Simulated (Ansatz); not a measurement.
The parent structure is TiO$_{2}$ in the rutile structure (space group P4_2/mnm, No. 136; a = 4.5916 Å, c = 2.9391 Å).

One thing is altered: every lattice vector is shortened by 1.32 %, atoms relaxed at fixed cell.

Levels (all Ansatz, a first-principles code, PAW, earlier PAW set): PBEsol (420 eV, scalar-relativistic without spin-orbit coupling); PBEsol+SOC (420 eV, with spin-orbit coupling).

The geometry is relaxed with PBEsol.

| Item | Value |
|---|---|
| PBEsol electron mass | 0.51 mₑ along c, 1.1 mₑ across (at Γ) |
| PBEsol lowest conduction level above the VBM at special points | Γ 1.91 eV; M 1.94 eV; R 1.97 eV; X 2.64 eV |
| PBEsol pressure | 101.9 kbar |
| PBEsol gap character | direct at Γ |

With PBEsol+SOC at the same geometry, the electron mass is still 0.51 mₑ along c, 1.1 mₑ across (at Γ); the lowest conduction level above the VBM at special points changes from Γ 1.91 eV; M 1.94 eV; R 1.97 eV; X 2.64 eV to Γ 1.91 eV; M 1.94 eV; R 1.96 eV; X 2.64 eV; the pressure is still 101.9 kbar; the gap character remains direct at Γ.

Single points use the geometry relaxed with PBEsol. The spin-orbit shifts are approximate. The cells carry an imposed strain or load. Effective masses come from finite differences of ±0.01 Å⁻¹. Whether these cells are dynamically stable was not tested. The runs without spin-orbit coupling are not spin-polarised.
